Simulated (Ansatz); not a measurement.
Base system: HfO$_{2}$ in the fluorite structure (space group Fm-3m, No. 225).

```
CELL_PARAMETERS angstrom
      0.00000     2.50052     2.50052
      2.50052     0.00000     2.50052
      2.50052     2.50052     0.00000
ATOMIC_POSITIONS crystal
  Hf 0.00000 0.00000 0.00000
  O  0.25000 0.25000 0.25000
  O  0.75000 0.75000 0.75000
```

Cartesian axes are those of the cell as printed.

All numbers come from plane-wave PAW DFT at the LDA level (Ansatz, an electronic-structure program, 420 eV), spin-orbit coupling left out.

For the base:

Pressure: 0.00 GPa

Perturbation: tensile biaxial strain of 0.42 % in the plane normal to [111], as in epitaxy on a mismatched substrate; the out-of-plane cell vector and the atoms relax.

### Question
Predict the new out-of-plane strain, energy relative to the base and pressure.

### Answer
The out-of-plane strain is -0.51 %; the energy stays essentially unchanged; the pressure (mean of the normal stresses, compression positive) goes from zero to -0.92 GPa.

Stability against distortions was not tested. This is not the structure that HfO2 has at room temperature and ambient pressure.
